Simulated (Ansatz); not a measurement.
**ZnS: Zn → Sc**

The parent structure is ZnS in the wurtzite structure (space group P6_3mc, No. 186; a = 3.782 Å, c = 6.208 Å).

The change: every Zn is replaced by Sc, then cell and atoms are relaxed.

Method: PBEsol in Ansatz (plane waves to 420 eV, PAW, no spin-orbit coupling). k-mesh 14×14×7 (Γ-centred); smearing 0.05 eV (Fermi–Dirac), for the changed cell.

Density: 2.76 g/cm³ (base 4.21 g/cm³)
Lattice parameter a: 3.937 Å (base 3.782 Å)
c/a ratio: 1.752 (base 1.641)
Shortest interatomic distance: 2.472 Å (base 2.319 Å)
Band gap: zero (base 2.15 eV)

Final structure:

```
ScS
1.0
    3.93717     0.00000     0.00000
   -1.96858     3.40969     0.00000
    0.00000     0.00000     6.89690
Sc S
2 2
Direct
  0.33333   0.66667   0.00787
  0.66667   0.33333   0.50787
  0.33333   0.66667   0.36693
  0.66667   0.33333   0.86693
```

No phonon test of stability was made. As relaxed here, ScS is a hypothetical phase, not in the database extracts checked. All final runs are without spin polarisation. ScS has a high density of states at the Fermi level and may be magnetic at this level.

Ansatz is a program for electronic structure.
